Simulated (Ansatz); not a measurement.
Ansatz (a first-principles code) run on CaCo2Si2 (I4/mmm, 5 atoms in the cell): zone-centre phonon calculation.

Computed with LDA (PW92), PAW files made with PBE (plane waves; Ansatz).

```yaml
crystal:
  lattice:
    - [-1.93445, 1.93445, 4.93677]
    - [1.93445, -1.93445, 4.93677]
    - [1.93445, 1.93445, -4.93677]
  atoms:
    - { symbol: Ca, position: [0.00000, 0.00000, 0.00000] }
    - { symbol: Co, position: [0.25000, 0.75000, 0.50000] }
    - { symbol: Co, position: [0.75000, 0.25000, 0.50000] }
    - { symbol: Si, position: [0.63375, 0.63375, 0.00000] }
    - { symbol: Si, position: [0.36625, 0.36625, 0.00000] }
```

Reference input (self-consistent single point, DFT, LDA (PW92), plane waves, PAW files made with PBE): basis.ecutwfc = 420 eV; kpoints.mp_grid.grid = 8 8 8; hamiltonian.xc = lda; hamiltonian.pseudopotentials = {kind: paw} (the program's default PAW files); scf.occupations.method = fermi_dirac; scf.occupations.width = 0.1 eV. This run's input differs from it in these lines:

```diff
@@ -21,6 +21,4 @@
   occupations: { method: fermi_dirac, width: 0.1 }
-output:
-  forces: true
-  eigenvalues: true
-  stress: true
+phonons:
+  method: dfpt
```

Log, with long lists cut:

```
SCF iter   1: F=—  HF=-13119.646017 eV  |F-HF|=—  |Δ(HF+E_count)|=         —  Δρ=6.32e-2  dr2=2.24e0  ethr=3.10e-3  ⟨swp⟩=7.4  Hψ=14387  notcnv=0
all-band conjugate gradients solve this SCF's bands
preconditioner: auto → Kerker (q_TF=auto, 2.573 Å⁻¹)
SCF iter   2: F=—  HF=-13119.221777 eV  |F-HF|=—  |Δ(HF+E_count)|=   4.24e-1  Δρ=2.24e-2  dr2=4.07e-1  ethr=3.10e-3  ⟨swp⟩=3.5  Hψ=5883  notcnv=0  defer=1
   [... lines left out ...]
SCF iter  10: F=—  HF=-13119.115197 eV  |F-HF|=—  |Δ(HF+E_count)|=   2.77e-8  Δρ=3.10e-6  dr2=9.16e-9  ethr=2.44e-10  ⟨swp⟩=2.3  Hψ=5004  notcnv=0
SCF iter  11: F=—  HF=-13119.115197 eV  |F-HF|=—  |Δ(HF+E_count)|=   2.28e-9  Δρ=5.02e-7  dr2=2.35e-10  ethr=1.76e-11  ⟨swp⟩=2.1  Hψ=4698  notcnv=0
SCF iter  12: F=—  HF=-13119.115197 eV  |F-HF|=—  |Δ(HF+E_count)|=  3.64e-11  Δρ=2.53e-7  dr2=4.10e-11  ethr=1.00e-12  ⟨swp⟩=2.5  Hψ=4330  notcnv=0
SCF iter  13: F=-13119.115197 eV  HF=-13119.115197 eV  |F-HF|=1.82e-12  |Δ(HF+E_count)|=  5.46e-12  Δρ=6.66e-8  dr2=2.56e-12  ethr=1.00e-12  ⟨swp⟩=5.4  Hψ=13136  notcnv=0
SCF 1 converged in 13 iterations: F = -13119.115197 eV  dr2 = 2.56e-12
DFPT response loops at Γ: preconditioner auto → Kerker (q_TF=auto, 2.573 Å⁻¹) (partly filled bands, converged f_vac=0.000) …
WARN: q = [0.0000, 0.0000, 0.0000]: the response loops show signs that the electronic state is unstable, or barely stable, against a charge, spin or orbital …
Free energy (F): -13119.115197 eV
Internal energy: -13119.038668 eV  (E = F + TS)
E sigma→0 (E₀):  -13119.076933 eV
Entropy (-TS):   -0.076529 eV (-15.306 meV/atom)
Fermi energy:    11.911386 eV
   [... lines left out ...]
  ASR residual: 1.053e-3 → 0.000e0 eV/Å²; symmetrization residual: 4.460e-5 eV/Å²
  ASR residual per site (eV/Å²): 2.23e-4 1.05e-3 1.05e-3 8.05e-6 8.05e-6
  Γ frequencies (cm⁻¹): 0.00 0.00 0.00 201.41 202.72 202.72 212.56 212.56 231.19 351.65 352.06 384.21 384.21 386.95 386.95
  non-analytic LO–TO correction: not included (Born effective charges unavailable; polar crystals: no LO–TO splitting at Γ)
```

The run converged in 13 iterations. 

Summary of the result:
```
Property                                                                                                               Result
--------------------------------------------------------  -------------------------------------------------------------------
Free energy E − TS (on the zero of these files)                                                                -13119.1152 eV
Fermi level (on the code's own zero)                                                                                 11.91 eV
Zone-centre frequencies (cm⁻¹; negative means imaginary)  0, 0, 0, 201, 203, 203, 213, 213, 231, 352, 352, 384, 384, 387, 387
```

The starting cell comes from a database of computed structures (which also holds hypothetical and non-ambient phases and stackings), without a prior relaxation at this level. Its lattice was rescaled by a random factor within 2.5 % of one. Spin polarisation is off.

Cost on one core of a shared machine: roughly 2 min.

Keys are those of Ansatz 0.2.
